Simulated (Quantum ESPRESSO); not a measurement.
Worked example: self-consistent single point of Ti6O (P-31m, 7 atoms in the cell) in Quantum ESPRESSO.

Level of theory: PBEsol+U, PseudoDojo standard norm-conserving (PBESOL) pseudopotentials (plane waves; Quantum ESPRESSO 7.5).

```
Ti6O
1.0
    5.10479     0.00000     0.00000
   -2.55240     4.42088     0.00000
    0.00000     0.00000     4.73055
Ti O
6 1
Direct
  0.66886   0.66886   0.26073
  0.33114   0.33114   0.73927
  0.33114   0.00000   0.26073
  0.66886   0.00000   0.73927
  0.00000   0.33114   0.26073
  0.00000   0.66886   0.73927
  0.00000   0.00000   0.00000
```

Reference input (self-consistent single point, DFT, PBEsol, plane waves, PseudoDojo standard norm-conserving (PBESOL) pseudopotentials): ecutwfc = 85 Ry; occupations = smearing; smearing = gaussian; degauss = 0.0036749 Ry; potentials = {Ti: Ti.upf, O: O.upf}; K_POINTS = automatic 5 5 5 0 0 0; conv_thr = 1e-10 Ry; mixing_beta = 0.3. This run's input differs from it in these lines:

```diff
@@ -39,2 +39,4 @@
 5 5 5  0 0 0
+HUBBARD {ortho-atomic}
+U Ti-3d 1
```

The program printed (abridged):

```
     Self-consistent Calculation

     iteration #  1     ecut=    85.00 Ry     beta= 0.30

     =================== HUBBARD OCCUPATIONS ===================
     ------------------------ ATOM    1 ------------------------
     Tr[ns(  1)] =   2.87530
     eigenvalues:
       0.236  0.262  0.296  0.321  0.322
   [... 5 blocks of this kind left out ...]

     Number of occupied Hubbard levels =   17.2518

     Threshold (ethr) on eigenvalues was too large:
     Diagonalizing with lowered threshold

     total energy              =    -744.32479652 Ry
     estimated scf accuracy    <       0.59913359 Ry

     iteration #  2     ecut=    85.00 Ry     beta= 0.30

     total energy              =    -744.37730511 Ry
     estimated scf accuracy    <       0.06365811 Ry

     iteration #  3     ecut=    85.00 Ry     beta= 0.30

     total energy              =    -744.39452722 Ry
     estimated scf accuracy    <       0.01863794 Ry

   [... 11 blocks of this kind left out ...]

     iteration # 15     ecut=    85.00 Ry     beta= 0.30

     total energy              =    -744.40033918 Ry
     estimated scf accuracy    <          2.2E-10 Ry

     iteration # 16     ecut=    85.00 Ry     beta= 0.30
     End of self-consistent calculation

     =================== HUBBARD OCCUPATIONS ===================
     ------------------------ ATOM    1 ------------------------
     Tr[ns(  1)] =   2.94165
     eigenvalues:
       0.247  0.264  0.306  0.322  0.332

     Number of occupied Hubbard levels =   17.6499

     the Fermi energy is    13.7815 ev

!    total energy              =    -744.40033918 Ry
     estimated scf accuracy    <          7.0E-11 Ry
     smearing contrib. (-TS)   =      -0.00042746 Ry
     internal energy E=F+TS    =    -744.39991172 Ry

     Hubbard energy            =       0.45539176 Ry

     convergence has been achieved in  16 iterations

     Forces acting on atoms (cartesian axes, Ry/au):

     atom    1 type  1   force =     0.00123688    0.00214233   -0.00269215
   [... lines left out ...]

     Total force =     0.008956     Total SCF correction =     0.000020

          total   stress  (Ry/bohr**3)                   (kbar)     P=      -29.43
  -0.00020125   0.00000000   0.00000000          -29.60        0.00        0.00
   0.00000000  -0.00020125   0.00000000            0.00      -29.60        0.00
  -0.00000000   0.00000000  -0.00019761           -0.00        0.00      -29.07

   JOB DONE.
```

The run converged in 16 iterations. Against the reference run the pressure goes from -4.19 to -2.94 GPa and the largest force goes from 0.117 to 0.094 eV/Å.

The starting cell comes from a database of computed structures (which also holds hypothetical and non-ambient phases and stackings), without a prior relaxation at this level. Spin polarisation is off, so a magnetic state, if there is one, cannot be reached. The U value is a test value, and with U on an open shell several self-consistent states can exist.

Cost on one core of a shared machine: roughly 4 min.
